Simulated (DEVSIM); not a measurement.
System: Ti/HfO2/n-Si capacitor, at 300 K.

```csv
layer (left to right),material,thickness (nm),Nd (cm⁻³)
1,HfO2,4.80,-
2,Si,650,7.8e17
```

Metal gate on the left, work function 4.33 eV. Fixed charge at the semiconductor interface 0 cm⁻² (in units of +e); no interface traps.

Constants are typed, rounded textbook-type inputs, not results; the design itself was drawn at random and stands for no fabricated device. Values at 300 K.

```
parameter      HfO2       Si
-------------  ----  -------
gap (eV)        5.7    1.124
affinity (eV)   2.5     4.05
permittivity     22     11.7
Nc (cm⁻³)         -  2.86e19
Nv (cm⁻³)         -   3.1e19
```

Simulated with DEVSIM: 1D Poisson equation in equilibrium, Boltzmann statistics, complete ionisation; no quantum confinement or tunnelling. Metal contacts follow the ideal Schottky-Mott rule: no Fermi-level pinning, no interface dipoles.

### Question
Tabulate band edges, carrier densities and field at -0.5 V on the gate.

### Answer
Energies count from the Fermi level of the right contact; mesh points crowd at the junctions.

| x (μm) | Ec (eV) | Ev (eV) | n (cm⁻³) | p (cm⁻³) | field (V/cm) |
|---|---|---|---|---|---|
| 0.000 | 2.330 | -3.370 | < 1e2 | < 1e2 | -200000 |
| 0.0008359 | 2.314 | -3.386 | < 1e2 | < 1e2 | -200000 |
| 0.001973 | 2.291 | -3.409 | < 1e2 | < 1e2 | -200000 |
| 0.003341 | 2.264 | -3.436 | < 1e2 | < 1e2 | -200000 |
| 0.004612 | 2.239 | -3.461 | < 1e2 | < 1e2 | -200000 |
| 0.005442 | 0.662 | -0.462 | 2.2e8 | 5.4e11 | -360000 |
| 0.006953 | 0.609 | -0.515 | 1.7e9 | 6.8e10 | -340000 |
| 0.01110 | 0.476 | -0.648 | 2.8e11 | 4.1e8 | -290000 |
| 0.01781 | 0.306 | -0.818 | 2.0e14 | 570000 | -210000 |
| 0.02968 | 0.138 | -0.986 | 1.4e17 | 840 | -75000 |
| 0.05147 | 0.094 | -1.030 | 7.6e17 | 150 | -1200 |
| 0.1112 | 0.093 | -1.031 | 7.8e17 | 150 | ≈ 0 |
| 0.2013 | 0.093 | -1.031 | 7.8e17 | 150 | ≈ 0 |
| 0.3612 | 0.093 | -1.031 | 7.8e17 | 150 | ≈ 0 |
| 0.5293 | 0.093 | -1.031 | 7.8e17 | 150 | ≈ 0 |
| 0.5870 | 0.093 | -1.031 | 7.8e17 | 150 | ≈ 0 |
| 0.6184 | 0.093 | -1.031 | 7.8e17 | 150 | ≈ 0 |
| 0.6355 | 0.093 | -1.031 | 7.8e17 | 150 | ≈ 0 |
| 0.6469 | 0.093 | -1.031 | 7.8e17 | 150 | ≈ 0 |
| 0.6512 | 0.093 | -1.031 | 7.8e17 | 150 | ≈ 0 |
| 0.6534 | 0.093 | -1.031 | 7.8e17 | 150 | ≈ 0 |
| 0.6548 | 0.093 | -1.031 | 7.8e17 | 150 | ≈ 0 |
